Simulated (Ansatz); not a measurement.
Structures of equal composition on the (000-1) surface of wurtzite GaN (N plane on top): 2x2 Mg adatom at H3; 2x2 Mg adatom at T4. The slabs share one bottom face, and each structure is named by its start. These are constructed structures in small cells; real faces may alloy, dewet or reconstruct in larger ones, and not all known structures of the face are among them. Slabs of about 14 Å with all that they carry, Fermi-Dirac smearing of 0.025 eV. Bottom of the slabs: H caps. Relaxed from the named starts with such symmetry as they have, on meshes of like density; energies extrapolated to zero smearing; no spin-orbit coupling, no U. Spin-polarised runs, if any, are marked in brackets, and their order is one that fits the cell; the others ran without spin. Where a second, spin-polarised start was run, the lower counts.

Host crystal: wurtzite GaN, with a band gap (PBE, scalar-relativistic without spin-orbit coupling).

Method: PBE (plane waves to 420 eV, PAW; Ansatz, a first-principles code).

### Question
Rank these by energy per 1x1 cell (lowest first), as PBE gives it.

### Answer
2x2 Mg adatom at H3 (0.000 eV [spin, 1.0 μB a cell], no gap over 0.04 eV on the mesh), 2x2 Mg adatom at T4 (0.185 eV (3 Mg–N bonds formed) [spin, 1.0 μB a cell], no gap over 0.04 eV on the mesh)
